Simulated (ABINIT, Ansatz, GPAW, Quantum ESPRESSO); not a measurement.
**Code comparison for FeGe (P2_13, 8 atoms in the cell)**

Self-consistent single point.

```yaml
crystal:
  lattice:
    - [4.78655, 0.00000, 0.00000]
    - [0.00000, 4.78655, 0.00000]
    - [0.00000, 0.00000, 4.78655]
  atoms:
    - { symbol: Fe, position: [0.13476, 0.13476, 0.13476], spin: 4.0 }
    - { symbol: Fe, position: [0.36524, 0.86524, 0.63476], spin: 4.0 }
    - { symbol: Fe, position: [0.63476, 0.36524, 0.86524], spin: 4.0 }
    - { symbol: Fe, position: [0.86524, 0.63476, 0.36524], spin: 4.0 }
    - { symbol: Ge, position: [0.84497, 0.84497, 0.84497] }
    - { symbol: Ge, position: [0.65503, 0.15503, 0.34497] }
    - { symbol: Ge, position: [0.34497, 0.65503, 0.15503] }
    - { symbol: Ge, position: [0.15503, 0.34497, 0.65503] }
```
(The spins are starting values, not results.)

All programs got the same cell, k-point mesh and kind of occupations, and the same starting moments (in Ansatz's words: kpoints.mp_grid.grid = 3 3 3; magnetization.spin_polarized = true; scf.occupations.method = gaussian; scf.occupations.width = 0.2 eV); potentials, basis and cutoffs are each program's usual ones.

```csv
code,model,pressure (GPa),largest force (eV/Å),size of the net moment (μB/atom),cutoff
ABINIT,"PBE, norm-conserving pseudopotentials (PseudoDojo nc-sr-05 PBE standard)",-8.04,0.208,0.74,90 Ry
Quantum ESPRESSO,"PBE, PseudoDojo standard norm-conserving (PBE) pseudopotentials",-8.04,0.209,0.74,90 Ry
GPAW,"PBE, GPAW PAW datasets PBE (gpaw-data 1.0.1)",-9.77,0.291,0.62,800 eV
Ansatz,"PBE, PAW files",-10.17,0.289,0.62,default
```

Size of the force on each atom (eV/Å): Sizes of forces hide their directions.

```json
[
 {"code": "ABINIT", "Fe1": "0.086", "Fe2": "0.086", "Fe3": "0.086", "Fe4": "0.086", "Ge5": "0.208", "Ge6": "0.208", "Ge7": "0.208", "Ge8": "0.208"},
 {"code": "Quantum ESPRESSO", "Fe1": "0.086", "Fe2": "0.086", "Fe3": "0.086", "Fe4": "0.086", "Ge5": "0.209", "Ge6": "0.209", "Ge7": "0.209", "Ge8": "0.209"},
 {"code": "GPAW", "Fe1": "0.144", "Fe2": "0.144", "Fe3": "0.144", "Fe4": "0.144", "Ge5": "0.291", "Ge6": "0.291", "Ge7": "0.291", "Ge8": "0.291"},
 {"code": "Ansatz", "Fe1": "0.172", "Fe2": "0.172", "Fe3": "0.172", "Fe4": "0.172", "Ge5": "0.289", "Ge6": "0.289", "Ge7": "0.289", "Ge8": "0.289"}
]
```

The spread over the programs that give each value: pressure within 2.13 GPa; largest force within 0.083 eV/Å; size of the net moment within 0.12 μB/atom.

The starting cell comes from a database of computed structures (which also holds hypothetical and non-ambient phases and stackings), without a prior relaxation at this level. Its lattice was rescaled by a random factor within 2.5 % of one. On Ansatz's run: The magnetic order is the one reached from the typed start; others were not searched systematically. In the base run, with a pressure of about -10 GPa the cell is away from its equilibrium volume at this level. Without a gap this mesh is coarse (it stands for a supercell whose shortest vector is 14 Å).

Task: Why do the programs differ, and what cannot be compared?

Result: Differences of this kind can come from the potentials, where these differ, and from what each basis and cutoff leave unconverged. The valence holds different numbers of electrons (ABINIT 120, Quantum ESPRESSO 120, GPAW 48, Ansatz (a quantum-chemistry and plane-wave program) 120). The zero of total energies and Fermi levels follows the potentials and each program's conventions, so they are not compared here. Ansatz's pressure is given at a fixed set of plane waves, as the other plane-wave codes print theirs; with its correction for the finite basis it is -10.04 GPa. Site moments depend on each program's spheres or projections; the total moment of the cell does not. In the pressure, Ansatz (by 1.26) lies more than 1 GPa from the median of the plane-wave programs.

The shared mesh is coarse (it stands for a supercell whose shortest vector is 14 Å), so the values are not converged in it.

Keys are those of Ansatz 0.2.
